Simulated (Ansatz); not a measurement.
# CsCl-type CuZn

Calculation: PBEsol in Ansatz (plane waves, PAW).

Settings: plane-wave cutoff 500 eV, 20×14×1 k mesh (along the axes of the cell as run), Fermi–Dirac smearing 0.1 eV, scalar-relativistic PAW data made under PBE.

Cell: relaxed at this level.

| Item | Result |
|---|---|
| surface energy of the (110) face | 1.41 J/m² |
| work function of the (110) face | 4.79 eV |

The slab of 12 atoms is relaxed and unreconstructed.

The result took about 30 core-minutes (a rough figure).

Ansatz is a quantum-chemistry and plane-wave program.
